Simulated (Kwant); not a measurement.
System: wire with on-site disorder in a GaN two-dimensional gas. Effective mass 0.22 mₑ, grid spacing 12 nm, hard walls, nominal width 200 nm (17 grid rows, so walls 216 nm apart), one parabolic valley, scattering region 400 nm long along x; energies count from the band bottom; Fermi energy swept from 2.1365e-05 to 0.0009256 eV. On-site energies in the scattering region are random, uniform within ±W/2, W = 0.0053 eV, averaged over 12 samples.

The device is made up for the run: typed textbook-type constants, with dimensions and the other settings drawn at random.

Computed with Kwant: effective-mass tight-binding model on a square grid, one spin, coherent transport at 0 K. Conductance is in e²/h.

Problem. How many channels do the leads carry at E = 0.493, 0.729, 0.808 meV?

Solution. The hard-wall thresholds are n² ħ²π²/(2mW²) = n² × 0.0366 meV with W = 216 nm. √(0.493/0.0366) = 3.67, so 3. √(0.729/0.0366) = 4.46, so 4. √(0.808/0.0366) = 4.70, so 4.
